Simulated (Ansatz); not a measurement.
By PBEsol, the system below comes out a metal.

The ballistic (Sharvin) conductance counts the channels at the Fermi level: G/A = (e²/h) × channels of both spins per area.

Data:

```
CELL_PARAMETERS angstrom
      2.95847     0.00000     0.00000
      0.00000     5.88593     0.00000
      1.47924     0.00000     2.56211
ATOMIC_POSITIONS crystal
  Cd 0.33333 0.75000 0.33333
  Cd 0.66667 0.25000 0.66667
```

Space group of this cell: P6_3/mmc, hcp (Mg type). The cell is taken as given; by PBEsol its mean pressure is -2.2 GPa.

The current flows along the normal of the first two printed cell vectors, the (100) plane of the conventional cell. No spin-orbit coupling; the value is a mean over 0.1 eV about the Fermi level.

Problem. Predict the ballistic conductance per area from PBEsol in Ansatz (an electronic-structure program).

Solution. 0.59 × 10¹⁵ S/m² for both spins.
